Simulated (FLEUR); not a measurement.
**Worked example: self-consistent single point of Al (Fm-3m, 1 atom in the cell) in FLEUR**

Level of theory: PBEsol, all-electron FLAPW (FLEUR), scalar-relativistic valence run with FLEUR.

Input:

Input of the input generator:

```
Al crystal
&input film=f /
-0.0000000000 3.8381754886 3.8381754886
3.8381754886 -0.0000000000 3.8381754886
3.8381754886 3.8381754886 -0.0000000000
1.0
1.0 1.0 1.0

1
13 0.0000000000 0.0000000000 0.0000000000

&comp jspins=1 /
&exco xctyp='PBEs' /
&kpt div1=10 div2=10 div3=10 gamma=t /
&end /
```

```xml
<?xml version="1.0" encoding="UTF-8" standalone="no"?>
<fleurInput fleurInputVersion="0.39">
   <comment>
      Al crystal                                                                                          
   </comment>
   <calculationSetup>
      <cutoffs Kmax="4.0" Gmax="16.0" GmaxXC="16.0" numbands="0"/>
      <scfLoop itmax="100" minDistance="0.00001" maxIterBroyd="15" imix="Anderson" alpha="0.05" precondParam="0.0" spinf="2.0"/>
      <coreElectrons ctail="T" frcor="F" kcrel="0" coretail_lmax="0"/>
      <xcFunctional name="PBEs" relativisticCorrections="F"/>
      <magnetism jspins="1"/>
      <soc l_soc="F" theta="0.0" phi="0.0" spav="F"/>
      <expertModes spex="0" secvar="F"/>
      <geometryOptimization l_f="T" forcealpha="1.0" forcemix="BFGS" epsdisp="0.00001" epsforce="0.00001"/>
      <ldaU l_linMix="F" mixParam="0.05" spinf="1.0"/>
   </calculationSetup>
   <cell>
      <bzIntegration valenceElectrons="3.0" mode="hist" fermiSmearingEnergy="0.00367493">
         <kPointListSelection listName="default-1"/>
         <!-- k-points included here -->
         <xi:include xmlns:xi="http://www.w3.org/2001/XInclude" href="kpts.xml"> </xi:include>
      </bzIntegration>
      <!-- symmetry operations included here -->
      <xi:include xmlns:xi="http://www.w3.org/2001/XInclude" href="sym.xml"> </xi:include>
      <bulkLattice scale="1.0">
         <bravaisMatrix>
            <row-1>    0.0000000000000000     3.8381754886000001     3.8381754886000001</row-1>
            <row-2>    3.8381754886000001     0.0000000000000000     3.8381754886000001</row-2>
            <row-3>    3.8381754886000001     3.8381754886000001     0.0000000000000000</row-3>
         </bravaisMatrix>
      </bulkLattice>
   </cell>
   <atomSpecies>
      <species name="Aluminum (Al)" element="Al" atomicNumber="13">
         <mtSphere radius="2.49" gridPoints="877" logIncrement="0.013"/>
         <atomicCutoffs lmax="10" lnonsphr="8"/>
         <electronConfig flipSpins="F">
            <coreConfig>(1s1/2) (2s1/2) (2p1/2) (2p3/2)</coreConfig>
            <valenceConfig>(3s1/2) (3p1/2) (3p3/2)</valenceConfig>
            <stateOccupation state="(3p1/2)" spinUp="0.1666666666667" spinDown="0.1666666666667"/>
            <stateOccupation state="(3p3/2)" spinUp="0.3333333333333" spinDown="0.3333333333333"/>
         </electronConfig>
         <energyParameters s="3" p="3" d="3" f="4"/>
      </species>
   </atomSpecies>
   <atomGroups>
      <atomGroup species="Aluminum (Al)">
         <relPos label="                   1">.0000000000 .0000000000 .0000000000</relPos>
         <force calculate="T" relaxXYZ="TTT"/>
      </atomGroup>
   </atomGroups>
   <output dos="F" band="F" slice="F">
      <checks vchk="F" cdinf="F"/>
      <bandDOS minEnergy="-.5*Htr" maxEnergy="0.5*Htr" sigma="0.015" storeEVData="T"/>
      <vacuumDOS vacdos="F" integ="F" star="F" nstars="0" locx1="0.0" locy1="0.0" locx2="0.0" locy2="0.0" nstm="0" tworkf="0.0"/>
      <unfoldingBand unfoldBand="F" supercellX="1" supercellY="1" supercellZ="1"/>
      <plotting iplot="0" polar="F">
         <plot TwoD="T" vec1="  1.0  0.0  0.0" vec2="  0.0  1.0  0.0" vec3="  0.0  0.0  1.0" zero="  0.0  0.0  0.0" file="plot"/>
      </plotting>
      <chargeDensitySlicing numkpt="0" minEigenval="0.0" maxEigenval="0.0" nnne="0" pallst="F"/>
      <specialOutput eonly="F"/>
      <magneticCircularDichroism mcd="F" energyLo="-10.0" energyUp="0.0"/>
   </output>
  <!-- We include the file relax.xml here to enable relaxations (see documentation) -->
  <xi:include xmlns:xi="http://www.w3.org/2001/XInclude" href="relax.xml"> <xi:fallback/> </xi:include>
</fleurInput>
```

Output, abridged:

```
      Welcome to FLEUR        (www.flapw.de)
      MaX-Release 8.1          (www.max-centre.eu)

 ========== k-point set info ==========
 Selected k-point list: default-1
 k-point list type: mesh
 10 x 10 x 10
 Number of k points: 47

 ------------Calculation Setup---------------------------
 Number of basis functions:          130
 Iteration:     1   Distance:       3.71955430 me/bohr^3
 Iteration:     2   Distance:       3.51225207 me/bohr^3
 Iteration:     3   Distance:       1.09450986 me/bohr^3
 Iteration:     4   Distance:       0.12939787 me/bohr^3
 Iteration:     5   Distance:       0.09868837 me/bohr^3
 Iteration:     6   Distance:       0.00446852 me/bohr^3
 Iteration:     7   Distance:       0.00537165 me/bohr^3
 Iteration:     8   Distance:       0.00017190 me/bohr^3
 Iteration:     9   Distance:       0.00003951 me/bohr^3
 Iteration:    10   Distance:       0.00000225 me/bohr^3

 Run finished successfully
 Stop message:
   Structural relaxation: Done

[file out, last iteration]
             iter=     11
          p o t e n t i a l   g e n e r a t o r
[...]
          integral of pseudo charge density inside the slab=        0.000000   0.000000
     coulomb potential in the interstitial region:
          density-coulomb potential integrals
          total density-coulomb potenti     -348.2607102676
          density-effective potential integrals for spin  1
          total density-effective poten   -3.7191373930E+02
          charge density-energy density integrals
          total charge density-energy d   -1.8139315239E+01
 Updated energy parameters for spin:           1
  Atom    1 3s branch from -3.51 to  0.94 htr. ; e_l =  0.0749
  Atom    1 3p branch from -2.10 to  1.34 htr. ; e_l =  0.2359
  Atom    1 3d branch from -9.99 to  1.71 htr. ; e_l =  0.4176
  Atom    1 4f branch from -9.99 to  3.28 htr. ; e_l =  0.5866
[...]
 fermi energy and band-weighting factors:
at   0.00000   0.00000   0.00000   k-weight:    0.001000
    5 eigenvalues :
   -0.125214    0.739963    0.739963    0.739963    0.791822
   [... 2 blocks of this kind left out ...]

[...]
FERMIE:
          first approx. to ef    (T=0)  :   0.284802 htr   (energy of the highest occ. eigenvalue)
          number of occ. states  (T=0)  :         70
          first approx. to seigv (T=0)  :   0.368290 htr
          sum of weights of occ. states :   1.519000
          sum of semicore charge        :   0.000000 e
FERHIS:  Fermi-Energy by histogram:
          bandgap                     :   0.001247 htr
          charge neutrality (T=0)     :   0.038000    (zero if the highest occ. eigenvalue is "entirely" occupied)
     EF_NEWTON:  Adjust Fermi-Energy by Newton-Method.
               Number of iterations needed  :   4
               The error in the weight is   :  0.25785E-13
               The error in ef is           : -0.28262E-14 htr
     -->  new fermi energy            :   0.284065 htr
          valence charge              :   3.000000 e
          actual charge blw ef-8kt    :   2.750000 e
          actual charge blw ef+8kt    :   3.000000 e
          number of occ. states       :        77
          sum of the valence weights  :    1.500000
          entropy         :   0.205655 *kb htr/K =   0.00000 htr/K
          sum of val. single particle energies:         0.3576980040 htr
 Direct bandgap for spin            1 :    5.1674813305682188E-002  Htr
 at k-point           43  with k-vector   0.10000000000000001       0.40000000000000002       0.69999999999999996
          valence density: spin= 1
[...]
     l-like charge
     atom     s        p        d        f        total
 -->  1    0.80376  0.79781  0.16275  0.01071    1.77585
          total charge for spin  1=    3.000000
          interst. charge =       1.224149
          mt charge=              1.775851
          total charge  =    3.000000
          z= 13.     r(1)=  0.282133E-04     dx= 0.013000     m.t.index= 877
               n    l     j    energy       weight
               1.   0.   0.5  -54.9502      2.0000
               2.   0.   0.5   -3.5086      2.0000
               2.   1.   0.5   -2.1112      2.0000
               2.   1.   1.5   -2.0951      4.0000
          atom type    1  (spin 1)
          kinetic energy=  0.239775652621E+03     sum of the eigenvalues= -0.129520310268E+03
          0.00163537  electrons lost from core.
          total charge for spin  1=   13.000000
          interst. charge =       1.225743
          mt charge=             11.774257
          total charge  =   13.000000
          zc=    13.000000     qfix=    1.000000
     t o t a l  e n e r g y
          sum of eigenvalues =              -129.1626122644
          density-coulomb potential int     -348.2607102676
          density-effective potential i     -371.9137392992
          charge density-ex.-corr.energ      -18.1393152388
          el.-nucl. inter. diff. m.t.        288.0334284092
          Madelung term for atom type:        -4.7933891660
 ---->    total energy=                     -242.3453609130 htr
 ---->    (input%tkb*entropy) TS=              0.0007557689 htr
 ---->    free energy=                      -242.3461166820 htr
      extrapolation for T->0
 ---->    total electron energy=            -242.3457387975 htr
 ***** TOTAL FORCES ON ATOMS *****
 TOTAL FORCE FOR ATOM TYPE=  1  X=  0.000   Y=  0.000   Z=  0.000
                       FX_TOT= 0.000000 FY_TOT= 0.000000 FZ_TOT= 0.000000
 Structural relaxation: Done
```

The run converged in 10 iterations. FLEUR gives forces in its relaxation mode, with a further iteration, so its stop message speaks of a relaxation.

The starting cell has typed, rounded lattice constants, without a prior relaxation at this level. Its lattice was rescaled by up to half a per cent. Values depend on the basis (sphere radii, cutoffs, local orbitals), which need not be converged. The log's line on a gap gives a spacing of levels on this mesh, which the program prints for metals too.
